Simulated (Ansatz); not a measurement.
An Ansatz (a program for electronic structure) run: CuAu; PBEsol/PAW in Ansatz, spin-orbit coupling left out.

Input:

Ansatz 0.2 input:
```yaml
crystal:
  lattice:
    - [2.8041206447, 0, 0]
    - [0, 2.8041206447, 0]
    - [0, 0, 3.6146770092]
  atoms:
    - { symbol: Cu, position: [0.5, 0.5, 0.5] }
    - { symbol: Au, position: [0, 0, 0] }
basis: { ecutwfc: 420, ecutrho_ratio: 4, xc_grid: 2, fft_grid_basis: typed }
kpoints: { mp_grid: { grid: [17, 17, 13] } }
hamiltonian:
  xc: pbesol
  dispersion: none
  pseudopotentials: { kind: paw }
scf: { occupations: { method: fermi_dirac, width: 0.05 }, convergence: { dr2_threshold: 0.0000000002 } }
output: { forces: true, stress: true }
```

Output (explanatory and most iteration lines left out):

```
Pseudopotential: Cu, paw, valence charge 19
Pseudopotential: Au, paw, valence charge 19
Crystal: 2 atoms, lattice volume = 28.423 Å³
Basis set: ecut = 420 eV, 545 PW (Γ), exchange–correlation on 40×40×50 points (8 copies of the dense FFT grid, shifted against one another)
Bands: 23, of which v1, the nominal top of the filled ones, is band 19 counted from 1 (18 counted from 0)
Symmetry: 16 space group operations
Space group: P4/mmm (ITA 123), of the structure as read, at distance tolerance 3.1e-5 Å
k-points: 315 of 3757
Functional: x = pbesol(κ = 0.804, μ = 0.12345679012345678), c = pbesol(β = 0.046)
SCF iter   1: F=—  HF=-19595.992384 eV  |F-HF|=—  |Δ(HF+E_count)|=         —  Δρ=1.75e-2  dr2=5.18e-2  ethr=1.77e-3  ⟨swp⟩=5.5  Hψ=27920  notcnv=0
SCF iter   2: F=—  HF=-19595.983481 eV  |F-HF|=—  |Δ(HF+E_count)|=   8.90e-3  Δρ=3.09e-3  dr2=2.17e-3  ethr=1.36e-4  ⟨swp⟩=2.0  Hψ=12643  notcnv=0  defer=17
SCF 1 converged in 9 iterations: F = -19595.982423 eV  dr2 = 1.33e-10
SCF converged after 9 iterations
Free energy (F): -19595.982423 eV
Internal energy: -19595.975863 eV  (E = F + TS)
E sigma→0 (E₀):  -19595.979143 eV
Entropy (-TS):   -0.006560 eV (-3.280 meV/atom)
Fermi energy:    19.417334 eV
--- Forces (eV/Å), atoms counted from 1 ---
  atom   1  Cu     0.00000000     0.00000000     0.00000000
  atom   2  Au     0.00000000    -0.00000000     0.00000000
--- Stress (GPa, compression-positive) ---
       -0.000502       0.000000       0.000000
        0.000000      -0.000502       0.000000
        0.000000       0.000000       0.000337
  P = ⅓ Tr σ = -0.0002 GPa (-0.002 kbar)
```

Whether these cells are dynamically stable was not tested. The final runs are not spin-polarised. The cell is CuAu (space group P4/mmm, No. 123).
